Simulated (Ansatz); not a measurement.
An Ansatz (a quantum-chemistry and plane-wave program) run: PbTe with a change (uniaxial strain ε_zz = +1.00 %); Kohn–Sham DFT with the LDA functional, run in Ansatz with PAW and 420 eV plane waves, no spin-orbit coupling.

Input:

Ansatz 0.2 input:
```yaml
crystal:
  lattice:
    - [0, 3.189796826, 3.2216947943]
    - [3.189796826, 0, 3.2216947943]
    - [3.189796826, 3.189796826, 0]
  atoms:
    - { symbol: Te, position: [0.5, 0.5, 0.5] }
    - { symbol: Pb, position: [0, 0, 0] }
basis: { ecutwfc: 420, ecutrho_ratio: 4, xc_grid: 2, fft_grid_basis: typed }
kpoints: { mp_grid: { grid: [9, 9, 9] } }
hamiltonian:
  xc: lda
  dispersion: none
  pseudopotentials: { kind: paw }
scf: { occupations: { method: fermi_dirac, width: 0.05 }, convergence: { dr2_threshold: 0.0000000002 } }
relax: { f_tol: 0.005, max_steps: 50 }
output: { forces: true, stress: true }
checkpoint: { write: state.ck, write_every: 1000 }
```

Output (explanatory and most iteration lines left out):

```
Relaxation: its limit of steps is 50 (relax.max_steps)
Pseudopotential: Te, paw, valence charge 16
Pseudopotential: Pb, paw, valence charge 14
Crystal: 2 atoms, lattice volume = 65.560 Å³
Basis set: ecut = 420 eV, 1259 PW (Γ), exchange–correlation on 64×64×64 points (8 copies of the dense FFT grid, shifted against one another)
Bands: 19, of which v1, the nominal top of the filled ones, is band 15 counted from 1 (14 counted from 0)
Symmetry: 16 space group operations
Space group: I4/mmm (ITA 139), of the structure as read, at distance tolerance 4.0e-5 Å
k-points: 75 of 729
Functional: x = slater, c = lda
SCF iter   1: F=—  HF=-18430.271951 eV  |F-HF|=—  |Δ(HF+E_count)|=         —  Δρ=4.36e-3  dr2=6.85e-3  ethr=1.77e-3  ⟨swp⟩=6.7  Hψ=7513  notcnv=0
SCF iter   2: F=—  HF=-18430.267387 eV  |F-HF|=—  |Δ(HF+E_count)|=   4.56e-3  Δρ=1.82e-3  dr2=1.02e-3  ethr=2.28e-5  ⟨swp⟩=2.5  Hψ=3143  notcnv=0
SCF 1 converged in 8 iterations: F = -18430.267156 eV  dr2 = 5.00e-12
relax step   1: F+E_penalty+E_count = -18430.26715642 eV  Δ(F+E_penalty+E_count) = +0.000e0 eV  max|allowed force component| = 5.680e-29 eV/Å  Δτ_max = 0.0000 Å  (8 SCF iters, accepted)
SCF converged after 8 iterations
Free energy (F): -18430.267156 eV
Internal energy: -18430.267148 eV  (E = F + TS)
E sigma→0 (E₀):  -18430.267152 eV
Entropy (-TS):   -0.000008 eV (-0.004 meV/atom)
Fermi energy:    9.130194 eV
--- Forces (eV/Å), atoms counted from 1 ---
  atom   1  Te     0.00000000     0.00000000    -0.00000000
  atom   2  Pb    -0.00000000     0.00000000    -0.00000000
--- Stress (GPa, compression-positive) ---
       -0.046051       0.000000       0.000000
        0.000000      -0.046051       0.000000
        0.000000       0.000000      -1.287063
  P = ⅓ Tr σ = -0.4597 GPa (-4.597 kbar)
--- Relaxed structure (1 steps of the walk, 1 accepted, 0 SCFs on fresh bases) ---
  atoms:
    - { symbol: Te, position: [0.49999999999999994, 0.49999999999999994, 0.49999999999999994] }
    - { symbol: Pb, position: [0.0, 0.0, 0.0] }
```

Spin-orbit coupling, missing from the scalar runs, can matter with Pb and Te. Whether these cells are dynamically stable was not tested. The cell was made from PbTe in the rock salt structure (space group Fm-3m, No. 225) by this change: uniaxial strain ε_zz = +1.00 %.
